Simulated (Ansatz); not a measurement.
Rock-salt LaTe was calculated with PBEsol (plane waves, PAW; Ansatz, an electronic-structure program).

Run with plane-wave cutoff 520 eV, 14×14×14 k mesh, Fermi–Dirac smearing 0.05 eV, scalar-relativistic PAW data made under PBE.

Computed at the level's own relaxed cell.

### Question
Estimate the lattice parameter a and bulk modulus B0 that the calculation returns.

### Answer

lattice parameter a: 6.391 Å
bulk modulus B0: 61.8 GPa

The run finds no gap.

Note: the bulk modulus is −V dP/dV from two relaxed cells at ±2 % in volume.

Spin–orbit coupling is not included; it can open a gap where bands touch, and shift volumes and moduli.

It cost about 100 core-seconds (a rough figure) of CPU time.
